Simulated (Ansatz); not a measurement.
# A computed series for WS2: carrier doping

Take WS2 (space group P6_3/mmc, No. 194; layered, stacked along the Cartesian z axis) as the base.

```yaml
crystal:
  lattice:
    - [3.15405, 0.00000, 0.00000]
    - [-1.57702, 2.73148, 0.00000]
    - [0.00000, 0.00000, 12.14146]
  atoms:
    - { symbol: W, position: [0.33333, 0.66667, 0.25000] }
    - { symbol: W, position: [0.66667, 0.33333, 0.75000] }
    - { symbol: S, position: [0.33333, 0.66667, 0.62030] }
    - { symbol: S, position: [0.66667, 0.33333, 0.12030] }
    - { symbol: S, position: [0.66667, 0.33333, 0.37970] }
    - { symbol: S, position: [0.33333, 0.66667, 0.87970] }
```

Carriers are added at fixed cell with a uniform background; the Fermi–Dirac width is that of 300 K.

Computed with Ansatz (a program for electronic structure), PBE-D3(BJ), PAW, cutoff 420 eV, without spin-orbit coupling.

Notes on the quantities. Fermi level from band edge: Fermi level relative to the doped band's edge (positive inside the band; to 0.05 eV).

```csv
hole density (10^21 cm⁻³),Fermi level from band edge (eV)
2,0.70
3,?
7,1.05
10,1.20
```

Task: Fit E_F = C n^s, fitted as a line in log–log form (a parabolic band gives s = 2/3) to the rows shown and predict the withheld row.

Result: Least squares on the printed values gives C = 0.56 eV, s = 0.33 (largest residual 0.01 eV); this predicts 0.80 eV, and the run gives 0.80 eV, in agreement.

Carriers are added with a uniform compensating background; total energy and stress of such cells depend on the potential's zero and are not compared; many-body gap narrowing is missing at this level. Whether these cells are dynamically stable was not tested.
